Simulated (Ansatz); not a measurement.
Neutral impurities on the Cu site of fcc Cu: relaxed bond lengths against the impurity's covalent radius (Cordero's table). The numbers are results of PBE, PAW (plane waves to 420 eV; Ansatz, a first-principles code), not measurements. Cell and caveats: 32-site cell; 6×6×6 shifted k-points; no spin–orbit coupling; no Hubbard U; not converged in cell size; the relaxation kept the symmetry of the starting site.

| impurity | x: covalent radius (Å) | y: mean distance to the nearest shell of neighbours (Å) |
|---|---|---|
| B | 0.84 | 2.50 |
| Si | 1.11 | 2.56 |
| Zn | 1.22 | 2.58 |
| Mg | 1.41 | 2.61 |
| Rh | 1.42 | 2.59 |
| W | 1.62 | 2.59 |
| Re | 1.51 | ? |

Task: Fit a straight line to the 6 complete rows and predict the last.

Result: Means: x = 1.270, y = 2.572; Sxx = 0.378, Sxy = 0.047. Slope 0.047 / 0.378 = 0.12, intercept 2.572 − 0.12 × 1.270 = 2.42 Å; the rows scatter by 0.02 Å about the line, and R² = 0.78. Prediction: 2.42 + 0.12 × 1.51 = 2.60 Å. The calculation gave 2.59 Å, 0.01 Å below the line, within its scatter.
